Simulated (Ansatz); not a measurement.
The reference is GaP in the zinc blende structure (space group F-43m, No. 216; a = 5.3914 Å). Axes: x, y, z lie along the cube axes.

The values are results of LDA (Ansatz, a program for electronic structure, PAW, spin-orbit coupling left out), not measurements.

Strains are applied to the cell and any free atomic positions relax.

One change was made to it. Results:

The valence-band top at Γ (three highest levels, from the VBM) changes from 0.00, 0.00, 0.00 eV to 0.00, -0.05, -0.09 eV; the band gap drops by 0.058 eV to 1.33 eV; the energy grows by 0.6 meV/atom.

### Question
Which change produced these results?
A) tensor shear ε_xy = +0.57 %
B) tensor shear ε_xy = +1.14 %
C) tensor shear ε_xy = +1.71 %
D) tensor shear ε_xy = +0.86 %
E) tensor shear ε_xy = +1.43 %

### Answer
A, tensor shear ε_xy = +0.57 %. For comparison, the band gap in the other runs: tensor shear ε_xy = +1.71 % gives 1.09 eV; tensor shear ε_xy = +1.43 % gives 1.16 eV; tensor shear ε_xy = +1.14 % gives 1.22 eV; tensor shear ε_xy = +0.86 % gives 1.28 eV.

No phonon test of stability was made.
